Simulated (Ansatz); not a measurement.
**Defect calculation: Zn interstitial in zinc-blende ZnS**

These are PBE, PAW (plane waves to 420 eV; Ansatz, a quantum-chemistry and plane-wave program) values and carry that method's errors. Cell: 64 sites, 2×2×2 repeats of a cell of 8 atoms; final energies on a 2×2×2 shifted mesh. Site at the start: void with 4Zn nearest. Finite-size correction: monopole term and site-potential alignment. Dielectric constants: PBE linear response of the host. Host gap at this level: 2.01 eV. Finite-size and sampling errors can reach tenths of an eV here. PBE underestimates the host's gap, which shifts levels and can delocalise carriers. Spin–orbit coupling is left out. Each state is the lowest found from its start.

Formation energies E_f are given with the Fermi level at the valence-band maximum. Chemical conditions: S-rich (Δμ(Zn) = -1.65 eV; only phases computed here count, gases as isolated molecules at 0 K); Zn-rich (Δμ(Zn) = 0.00 eV; only phases computed here count, gases as isolated molecules at 0 K). Reference phases: Zn: hcp Zn.

The name describes the start; the neighbours show where the atoms ended.

Charges with a result: +2, +1, 0. Others weren't obtained, and one of them could lie lower, also by skipping a charge.

```csv
charge,moment (μB),largest move off a lattice site (Å),neighbours of the last Zn atom of the defect at the end (Å),image correction with alignment (eV),"E_f, S-rich (eV)","E_f, Zn-rich (eV)"
+2,not spin-polarised,0.25,"Zn 2.60, Zn 2.60, Zn 2.60, Zn 2.61, S 2.67, S 2.67, S 2.67, S 2.67 (the shell may go on)",1.03,2.09,0.43
+1†,1.0,0.19,"Zn 2.54, Zn 2.54, Zn 2.54, Zn 2.54",0.34,–,–
0†,not spin-polarised,0.13,"Zn 2.48, Zn 2.48, Zn 2.48, Zn 2.48",0.00,5.05,3.40
```

† Not settled in this cell, so no level is given: charge +1: carriers not clearly localised; charge 0: carriers not clearly localised.
